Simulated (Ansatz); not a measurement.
Given:

```yaml
crystal:
  lattice:
    - [0.00000, 2.21782, 2.21782]
    - [2.21782, 0.00000, 2.21782]
    - [2.21782, 2.21782, 0.00000]
  atoms:
    - { symbol: Ga, position: [0.00000, 0.00000, 0.00000] }
    - { symbol: N, position: [0.25000, 0.25000, 0.25000] }
```

No spin polarisation.

Computed with DFT with r2SCAN, PAW potentials and a 500 eV plane-wave cutoff in Ansatz (an electronic-structure program), scalar-relativistic without spin-orbit coupling. Γ-centred 13×13×13 mesh, Fermi–Dirac width 0.05 eV.

Question: What band gap does the calculation give?

Answer: 2.45 eV.

Question: What is the computed gap character?

Answer: Direct at Γ.

Load acts through the strain it causes; cell and atoms are relaxed under it. Stability against distortions was not tested. Tetrahedral semiconductors of this kind turn to denser phases somewhere between about 1 and 50 GPa; those were not computed, so compressed cells here can lie past the real transition. The cell was made from GaN in the zinc blende structure (space group F-43m, No. 216) by this change: pressure 9 GPa. This is not the structure that GaN has at room temperature and ambient pressure.
